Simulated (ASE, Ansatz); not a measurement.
composition Li2ClF, cell Li24Cl12F12, brought to this temperature after a much hotter stage, at a temperature that wasn't checked against the liquidus, so perhaps supercooled [in the CHGNet run: it was liquid; mean temperature 947 K (target 980 K); density 1.41 g/cm³], 980 K. 6 frames were taken from MD with the machine-learned potential CHGNet 0.3.0 in ASE and computed both with PBE (Ansatz, a first-principles code) and with the machine-learned potential CHGNet 0.3.0.

plane-wave cutoff: 420 eV
k-points: Γ only
Fermi-Dirac width: 0.084 eV
spin: not polarised; no spin-orbit coupling

The cell was prepared with CHGNet: 80 FIRE steps from the random lattice; melt: 800 steps of 1.5 fs, 1326 K, NVT (Langevin); cool: 300 steps of 1.5 fs, 1326 to 980 K, NVT (Langevin); cool: 400 steps of 1.5 fs, 980 K, Langevin with a Berendsen-type barostat every 10 steps; settle: 800 steps of 1.5 fs, 980 K, Langevin with a Berendsen-type barostat every 10 steps; hold: 300 steps, 980 K, NVT (Langevin) at the mean cell. The atoms began on random sites, so units and networks may differ from a laboratory melt's. On the run's last frame a denser k-mesh moved the forces by 0.005 eV/Å rms, the static pressure by -0.02 GPa and the free energy by -2 meV/atom, which is about how far such values are converged.

Estimate the errors of the potential against DFT for these frames.


* **rms force component in DFT**: 0.56 eV/Å
* **rms force difference, CHGNet less DFT**: 0.181 eV/Å
* **relative force difference**: 32 %
* **slope of CHGNet against DFT forces**: 0.84
* **rms difference of relative energies**: 3.7 meV/atom
* **spread of DFT energies over the frames**: 9.2 meV/atom
* **static pressure, CHGNet less DFT**: +0.27 GPa
* **force difference by element**: Cl 0.145, F 0.204, Li 0.184 eV/Å
Forces are off by 32 % of their rms size. The potential was trained on another code's PBE and PBE+U relaxation paths of database crystals (MPtrj), so part of the difference is that of settings: a denser k-mesh moves the DFT forces of one frame by 0.005 eV/Å rms and its pressure by -0.02 GPa.
